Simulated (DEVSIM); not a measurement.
Structure: Pd/Si3N4/SiO2/p-Si capacitor, at 250 K.

| layer (left to right) | material | thickness (nm) | Na (cm⁻³) |
|---|---|---|---|
| 1 | Si3N4 | 11.0 | - |
| 2 | SiO2 | 0.530 | - |
| 3 | Si | 580 | 9.9e17 |

Metal gate on the left, work function 5.2 eV. Fixed charge at the semiconductor interface -1.3e11 cm⁻² (in units of +e); no interface traps.

The device is made up for the run: typed textbook-type constants, with dimensions and the other settings drawn at random. Values at 300 K; Nc and Nv go as T^1.5, mobilities as T to minus their exponent, the gap by Varshni's rule with the affinity fixed.

| parameter | Si3N4 | SiO2 | Si |
|---|---|---|---|
| gap (eV) | 5.1 | 9 | 1.124 |
| affinity (eV) | 2.1 | 0.9 | 4.05 |
| permittivity | 7.5 | 3.9 | 11.7 |
| Nc (cm⁻³) | - | - | 2.86e19 |
| Nv (cm⁻³) | - | - | 3.1e19 |
| Varshni α (eV/K) | - | - | 0.000473 |
| Varshni β (K) | - | - | 636 |

Model (solved in DEVSIM): 1D Poisson equation in equilibrium, Boltzmann statistics, complete ionisation; no quantum confinement or tunnelling. Metal contacts follow the ideal Schottky-Mott rule: no Fermi-level pinning, no interface dipoles.

Base results: minimum of the low-frequency capacitance (μF/cm²) 0.198; flat-band voltage (V) 0.12.

Question: What follows from this one change: gate work function 5.2 → 5.5 eV?

Answer: minimum of the low-frequency capacitance little changed (0.201 μF/cm²); flat-band voltage 0.12 → 0.42 V.

Question: What follows from this one change: interface trap density 0 → 1e+11 cm^-2 eV^-1?

Answer: minimum of the low-frequency capacitance 0.198 → 0.205 μF/cm²; flat-band voltage 0.12 → 0.11 V.

Question: What follows from this one change: temperature 250 → 300 K?

Answer: minimum of the low-frequency capacitance 0.198 → 0.209 μF/cm²; flat-band voltage 0.12 → 0.15 V.
